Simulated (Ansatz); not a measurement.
The starting structures come from a database of crystals and need not be the phases stable at ambient conditions.

By PBEsol, the system below comes out a metal.

A figure of merit of an interconnect metal is its ballistic conductance per area.

```
PtSn
1.0
    4.14407     0.00000     0.00000
    0.00000     5.47558     0.00000
    2.07203     0.00000     3.58887
Sn Pt
2 2
Cartesian
  4.14407   1.36889   2.39258
  2.07203   4.10668   1.19629
  0.00000   2.73779   0.00000
  0.00000   0.00000   0.00000
```

Space group of this cell: P6_3/mmc, NiAs type. The cell is taken as given; by PBEsol its mean pressure is -2.3 GPa.

The current flows along the normal of the first two printed cell vectors, the (100) plane of the conventional cell. No spin-orbit coupling; the value is a mean over 0.1 eV about the Fermi level.

Q: Compute, with PBEsol (Ansatz, an electronic-structure program), the ballistic conductance per area.

A: 0.84 × 10¹⁵ S/m² for both spins.
